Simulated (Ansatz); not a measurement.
**TiO2: pressure 0.3 GPa**

The reference is TiO2 in the anatase structure (space group I4_1/amd, No. 141; a = 3.7697 Å, c = 9.5521 Å).

One thing is altered: a hydrostatic pressure of 0.3 GPa.

Calculations: PBEsol (Ansatz, an electronic-structure program), no spin-orbit coupling. Settings: 12×12×12 k-points, 0.05 eV Fermi–Dirac smearing.

| quantity | base | changed | shift |
|---|---|---|---|
| density | 3.91 g/cm³ | 3.91 g/cm³ | +0.006 g/cm³ |
| lattice parameter a | 7.124 bohr | 7.121 bohr | -0.0024 bohr |
| c/a ratio | 2.534 | 2.533 | -0.001 |
| shortest interatomic distance | 3.643 bohr | 3.642 bohr | -0.0017 bohr |
| enthalpy H = E + PV relative to the base's energy | – | +0.02 eV/atom | – |
| band gap | 2.11 eV | 2.11 eV | 0.00 eV |
| gap character | indirect, Γ–X (87 % along) → Γ | indirect, Γ–X (87 % along) → Γ | – |
| smallest direct gap | 2.44 eV | 2.45 eV | +0.002 eV |
| width of the top valence band | 0.84 eV | 0.84 eV | 0.00 eV |

Load acts through the strain it causes; cell and atoms are relaxed under it. Whether these cells are dynamically stable was not tested. The base started in C2/c and relaxed to I4_1/amd at this level. All final runs are without spin polarisation.
